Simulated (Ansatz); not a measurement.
**ZnS: response to strain**

Start from ZnS in the zinc blende structure (space group F-43m, No. 216; a = 5.357 Å).

Strains are applied to the cell and any free atomic positions relax.

Level of theory: plane-wave PAW DFT at the PBEsol level (Ansatz, a first-principles code, 420 eV), no SOC.

Before the change:

- Band gap: 2.09 eV

Task: The aim is a band gap between 1.74 eV and 1.85 eV. Which of these changes reaches it?
A) isotropic strain +2.50 %
B) isotropic strain −1.00 %
C) isotropic strain +1.00 %

Result: A, isotropic strain +2.50 %. It gives 1.77 eV; isotropic strain +1.00 % gives 1.96 eV; isotropic strain −1.00 % gives 2.22 eV. Changes not listed may reach it too

Stability against distortions was not tested.
